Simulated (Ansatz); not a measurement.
SnC (model structure, started from the BN type, Pm-3n, No. 223, 12 atoms in the cell) was calculated with PBE-D3(BJ) (plane waves, PAW; Ansatz, a first-principles code).

Settings: plane-wave cutoff 520 eV, 6×6×6 k mesh, Fermi–Dirac smearing 0.01 eV, scalar-relativistic PAW data made under PBE.

Cell (relaxed at this level):

```cif
data_C6Sn6
_chemical_formula_sum 'Sn6 C6'
_space_group_name_H-M_alt 'P 1'
_space_group_IT_number 1
_cell_length_a 6.20325
_cell_length_b 6.20325
_cell_length_c 6.20325
_cell_angle_alpha 90.000
_cell_angle_beta 90.000
_cell_angle_gamma 90.000
loop_
_space_group_symop_operation_xyz
  'x, y, z'
loop_
_atom_site_label
_atom_site_type_symbol
_atom_site_fract_x
_atom_site_fract_y
_atom_site_fract_z
_atom_site_occupancy
Sn1 Sn 0.25000 0.00000 0.50000 1
Sn2 Sn 0.50000 0.25000 0.00000 1
Sn3 Sn 0.50000 0.75000 0.00000 1
Sn4 Sn 0.75000 0.00000 0.50000 1
Sn5 Sn 0.00000 0.50000 0.75000 1
Sn6 Sn 0.00000 0.50000 0.25000 1
C1 C 0.25000 0.50000 0.00000 1
C2 C 0.00000 0.25000 0.50000 1
C3 C 0.00000 0.75000 0.50000 1
C4 C 0.75000 0.50000 0.00000 1
C5 C 0.50000 0.00000 0.75000 1
C6 C 0.50000 0.00000 0.25000 1
```

### Question
Give the computed band gap.

### Answer

band gap: 0.89 eV (on the SCF k mesh)

Note: the relaxation could raise the start's symmetry but not lower it, so the cell can be a saddle point.

Spin–orbit coupling is not included.

Computed values are for the static lattice.

The result took roughly 110 core-seconds.

A model structure was made by putting elements into a prototype or built by hand; it is no filed structure, need not be a known phase, and can be a saddle point held by its symmetry.
